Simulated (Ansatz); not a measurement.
**CdTe: response to strain**

The parent structure is CdTe in the zinc blende structure (space group F-43m, No. 216; a = 6.4887 Å). Axes: x, y, z lie along the cube axes.

Strains are applied to the cell and any free atomic positions relax; under biaxial strain the out-of-plane vector relaxes too.

Method: Ansatz (an electronic-structure program), PBEsol, PAW, cutoff 420 eV, no SOC.

```csv
"biaxial strain, plane normal [001], relaxed out of plane (%)",band gap (eV)
0,0.65
0.5,?
1,0.58
1.5,0.55
2,0.51
2.5,0.48
3,0.45
```

Problem. Fit E_g = E₀ + Dε (ε in %) to the rows shown and predict the withheld row.

Solution. Least squares on the printed values gives E₀ = 0.65 eV, D = -67.1 meV per % of strain (largest residual 0.00 eV); this predicts 0.62 eV, and the run gives 0.61 eV, in agreement.

With Te present, leaving out spin-orbit coupling can change the band edges. Stability against distortions was not tested.
